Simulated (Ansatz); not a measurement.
System: In2S3 (Cc, No. 9, 10 atoms in the cell; start mp-673633; a measured phase of this formula has another space group). Method: PBE0 (Ansatz, a quantum-chemistry and plane-wave program, PAW).

Settings: plane-wave cutoff 460 eV, 4×4×4 k mesh, Fermi–Dirac smearing 0.01 eV, scalar-relativistic PAW data made under PBE.

Cell (relaxed with PBEsol):

In₂S₃ has the monoclinic space group Cc (No. 9), Pearson symbol mS20. Lattice parameters: a = 6.824 Å, b = 11.777 Å, c = 6.791 Å, α = γ = 90.00°, β = 109.44°. In1 on 4a is surrounded by 4 S at 2.397–2.515 Å (tetrahedral). In2 on 4a is coordinated by 4 S at 2.400–2.520 Å (tetrahedral). S1 on 4a is surrounded by 2 In at 2.397–2.400 Å (bent). S2 on 4a has 3 In at 2.502–2.520 Å (trigonal pyramidal). S3 on 4a is surrounded by 3 In at 2.499–2.515 Å (trigonal pyramidal). (Neighbours: up to the widest gap in distance over summed covalent radii, below 1.35, at either atom; cation-cation and far metal-metal contacts left out.)
(The calculation used a cell of 10 atoms; values per cell refer to that cell.)

### Question
Estimate the band gap that the calculation returns.

### Answer

* **band gap**: 2.78 eV (on the SCF k mesh)

Note: cell and atoms aren't relaxed at this level (pressure 0.5 GPa).

Spin–orbit coupling is not included.

The computed numbers hold no vibrational or temperature effects.

A start named mp-… is a Materials Project structure, which need not be a measured phase.
